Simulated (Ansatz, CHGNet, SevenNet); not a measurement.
Equilibrium volume per atom of NiGe (Pnma, No. 62; start mp-1099) at several levels of theory

No measured value is used here.

```
level (code)              value (Å³/atom)
------------------------  ---------------
CHGNet 0.3.0 (CHGNet)                 ___
SevenNet-0 (SevenNet)                 ___
SevenNet-l3i5 (SevenNet)            13.59
LDA (Ansatz)                        12.74
PBE (Ansatz)                        13.73
PBEsol (Ansatz)                     13.11
PBE-D3(BJ) (Ansatz)                 13.29
PBE-D4 (Ansatz)                     13.36
```

Question: Some entries are withheld; supply them.

Answer: 
- CHGNet 0.3.0 (CHGNet), value (Å³/atom): 13.68
- SevenNet-0 (SevenNet), value (Å³/atom): 13.64

The crystal itself was run without spin with LDA, PBE, PBEsol, PBE-D3(BJ), PBE-D4. CHGNet 0.3.0, SevenNet-0, SevenNet-l3i5, LDA, PBE, PBEsol, PBE-D3(BJ), PBE-D4: the relaxation could not lower the start's symmetry, so the cell can be a saddle point above a distorted one. Ansatz's density-functional and Hartree–Fock values are scalar-relativistic unless marked +SOC, with PAW data made under PBE.

Machine-learned potentials (CHGNet 0.3.0, SevenNet-0, SevenNet-l3i5) are trained on DFT data, which may include these solids.

A start named mp-… is a Materials Project structure, which can be a computed phase never made.

Ansatz is a quantum-chemistry and plane-wave program.
